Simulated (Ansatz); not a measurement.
The reference is ZnS (space group R3m, No. 160; a = 3.7838 Å, c = 27.8997 Å (hexagonal axes)).

Levels (all Ansatz, a quantum-chemistry and plane-wave program, PAW): PBEsol (420 eV, no SOC); r2SCAN (500 eV, no SOC); HSE06 (420 eV, no spin-orbit coupling).

One geometry, relaxed with PBEsol, under each level:

| level | band gap | lowest conduction level above the VBM at special points | pressure |
|---|---|---|---|
| PBEsol | 2.13 eV | Γ 2.13 eV; T 3.08 eV; L 3.18 eV; F 3.20 eV | 0.0 kbar |
| r2SCAN | 2.84 eV | Γ 2.84 eV; T 3.71 eV; L 3.72 eV; F 3.76 eV | 15.2 kbar |
| HSE06 | ___ | ___ | – |

Question: Give the withheld HSE06 results.

Answer: 
- HSE06, band gap: 3.51 eV
- HSE06, lowest conduction level above the VBM at special points: Γ 3.51 eV; T 4.46 eV; L 4.43 eV

Single points use the geometry relaxed with PBEsol. Their cutoffs differ, which shifts pressures a little. Whether these cells are dynamically stable was not tested. This is not the structure that ZnS has at room temperature and ambient pressure.
